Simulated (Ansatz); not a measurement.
Start from La2O3 (space group P-3m1, No. 164; a = 3.906 Å, c = 6.040 Å).

It is then changed as follows: cell and atoms relaxed at a pressure of 15 GPa.

Levels (all Ansatz, a first-principles code, PAW): PBEsol (420 eV, without spin-orbit coupling); r2SCAN (500 eV, spin-orbit coupling left out); HSE06 (420 eV, no SOC).

One geometry, relaxed with PBEsol, under each level:

```json
[
 {"level": "PBEsol", "band gap": "3.69 eV", "lowest conduction level above the VBM at special points": "K 3.69 eV; M 3.88 eV; Γ 4.20 eV; H 4.35 eV", "pressure": "14.99 GPa"},
 {"level": "r2SCAN", "band gap": "4.15 eV", "lowest conduction level above the VBM at special points": "K 4.15 eV; M 4.41 eV; Γ 4.78 eV; H 4.84 eV", "pressure": "20.54 GPa"},
 {"level": "HSE06", "band gap": "5.20 eV", "lowest conduction level above the VBM at special points": "K 5.20 eV; M 5.50 eV; Γ 5.83 eV", "pressure": "–"}
]
```

Single points use the geometry relaxed with PBEsol. Their cutoffs differ, which shifts pressures a little. HSE06 was sampled on its mesh, a few special points and the semilocal edge points, so its gap is an upper bound. Load acts through the strain it causes; cell and atoms are relaxed under it. Stability against distortions was not tested. No other phases were tried under pressure.
